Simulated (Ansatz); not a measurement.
Take MgS in the rock salt structure (space group Fm-3m, No. 225) as the base.

```
CELL_PARAMETERS angstrom
      0.00000     2.60256     2.60256
      2.60256     0.00000     2.60256
      2.60256     2.60256     0.00000
ATOMIC_POSITIONS crystal
  S  0.00000 0.00000 0.00000
  Mg 0.50000 0.50000 0.50000
```

Cartesian axes are those of the cell as printed.

Calculations: r2SCAN (Ansatz, an electronic-structure program), spin-orbit coupling left out, earlier PAW set.

For the base:

The valley order is X along ⟨100⟩ 3.47 eV; Γ 4.64 eV and the valence-band top at Γ is 0.00, 0.00, 0.00 eV. The electron mass is 0.51 mₑ along k, 0.30 mₑ across (at X).

Now apply this change: uniaxial strain ε_zz = +1.04 %, all other strain components held at zero; the atoms relax in the strained cell.

Question: How does this affect the valley order?

Answer: The valley order (the lowest conduction-band minima on the path, energy above the VBM, named in the base's zone) goes from X along ⟨100⟩ 3.47 eV; Γ 4.64 eV to X along [100] 3.40 eV; X along [001] 3.46 eV; Γ 4.53 eV.

Question: What does the calculation give for the valence-band top at Γ after the change?

Answer: The valence-band top at Γ (three highest levels, from the VBM) becomes 0.00, -0.04, -0.04 eV (base: 0.00, 0.00, 0.00 eV).

Question: What does the calculation give for the stress after the change?

Answer: The stress (xx, yy, zz, yz, xz, xy; compression positive) comes out as (-0.45, -0.45, -1.48, 0.00, 0.00, 0.00) GPa.

Question: Predict the new electron mass.

Answer: The electron mass changes from 0.51 mₑ along k, 0.30 mₑ across (at X) to 0.51 mₑ along k, 0.31 mₑ across (at X).

The levels and masses belong to the bands next to the band gap. Masses are band curvatures over ±0.01 Å⁻¹ around the edge. Along k means along the line from Γ to the band edge. Whether these cells are dynamically stable was not tested.
